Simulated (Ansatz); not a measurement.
W3Co (model structure, started from the D019 type, P6₃/mmc, No. 194, 8 atoms in the cell), treated with PBE in Ansatz (plane waves, PAW).

Numerical settings: plane-wave cutoff 520 eV, 12×12×12 k mesh, Fermi–Dirac smearing 0.05 eV, spin-polarised with parallel moments, scalar-relativistic PAW data made under PBE.

Cell (relaxed at this level):

```
CoW3
1.0
    5.51745     0.00000     0.00000
   -2.75873     4.77826     0.00000
    0.00000     0.00000     4.51731
W Co
6 2
Cartesian
  2.75873   3.18218   1.12933
 -1.37648   3.98022   3.38798
  1.38224   0.79804   1.12933
  0.00000   1.59608   3.38798
  4.13521   0.79804   1.12933
  1.37648   3.98022   3.38798
  0.00000   3.18550   1.12933
  2.75873   1.59275   3.38798
```
Starting moments (μB, in the order of the record's atoms W W W W W W Co Co): 0.0 0.0 0.0 0.0 0.0 0.0 3.0 3.0.

**Question.** Estimate the bulk modulus B0 that the calculation returns.

**Answer.** 
bulk modulus B0: 260 GPa

The run finds no gap.

Note: the magnetic order was assumed, not searched for or taken from measurement; the bulk modulus is −V dP/dV from two relaxed cells at ±2 % in volume; the moments ended far under their starting size, a low-moment state that need not be the lowest; the relaxation could raise the start's symmetry but not lower it, so the cell can be a saddle point.

Spin–orbit coupling is not included.

Computed values are for the static lattice.

Cost on a shared machine: about 13 core-minutes (a rough figure).

A model structure was made by putting elements into a prototype or built by hand; it is no filed structure, need not be a known phase, and can be a saddle point held by its symmetry.

Ansatz is a program for electronic structure.
